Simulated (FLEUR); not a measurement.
**Tetragonal strain at fixed volume: rock-salt CaS (space group 225) (FLEUR, LDA)**

```
CaS
1.0
    0.00000     2.71488     2.92912
    2.71488     0.00000     2.92912
    2.71488     2.71488     0.00000
Ca S
1 1
Cartesian
  0.00000   0.00000   0.00000
  2.71488   2.71488   2.92912
```

Method of the run: LDA (Perdew-Zunger), all-electron FLAPW (FLEUR), scalar-relativistic valence run with FLEUR. Settings: Kmax = 4.9 1/bohr; GmaxXC = 14.7 1/bohr; xcFunctional = pz; jspins = 1; l_soc = F; mode = hist; fermiSmearingEnergy = 0.00036749 Htr; mesh (inpgen div1-3) = 12 12 12; inpgen gamma flag = true; Gmax = 14.7 1/bohr; numbands = 0; maxIterBroyd = 15; imix = Anderson; alpha = 0.05; precondParam = 0; minDistance = 1e-05 me/bohr^3. The cell above is the first row's. The rows deform the cubic crystal at fixed volume: two cube axes by 1 + δ, the third by (1 + δ)⁻². E is the free energy at the stated smearing above the cubic cell, and y = E/δ². In all rows fractional positions and the k mesh are held.

```csv
δ (%),y (meV/atom per %²)
-2.5,?
-2.0,5.069
-1.5,5.122
-1.0,5.179
1.0,5.454
1.5,5.531
2.0,5.614
2.5,5.701
```

Task: Using a straight line, estimate the missing y at δ = -2.5 from the other rows, showing the fit.

Result: Means: δ 0.35714, y 5.3814. About the means, the sum of products is 2.7774 and the sum of squares of δ is 19.857; the slope is their ratio. Least squares gives y = 5.3315 + 0.13987·δ. Residuals (row less fit): 0.0172, 0.0003, -0.0126, -0.0174, -0.0103, 0.0028, 0.0198; standard error 0.0159 (degrees of freedom: 5). To second order E = 3(C11 - C12)·V·δ², so the intercept gives, with V = 21.589 Å^3/atom and δ in per cent, C11 - C12 = 5.3315 × 10⁴ × 0.160218 / (3 × 21.589) = 132 GPa. The slope measures the third-order term; a fourth-order term enters the intercept as a small bias. At the withheld row, y = 5.3315 + 0.13987 × (-2.5) = 4.9818 meV/atom per %². The calculation gives 5.021 meV/atom per %², 0.0392 meV/atom per %² above the prediction (5.8 % of the range of y in the table). The row lies outside the fitted rows, so this is an extrapolation. From the scatter of the fitted rows alone, a prediction at this place has a standard error of 0.0198 meV/atom per %², so the miss is 2.0 times that.

Carrying the step between the two nearest rows on in a straight line would have given 5.016, off by 0.005; series whose last step already gives the withheld value aren't shown. The reference cell has the volume at which an earlier scan in this program and functional put its minimum by a fit (its basis settings may differ). The runs keep the symmetry of the cell, so they don't test it for distortions. Values depend on the basis (sphere radii, cutoffs, local orbitals), which need not be converged. Cutoffs and mesh are single choices, not tested for convergence of this quantity. Series with a scatter that would blur these digits, or in which a gap closes, are not shown. Strain series were run only where this level's volume lies within 10 % of a first guess from the measured size.
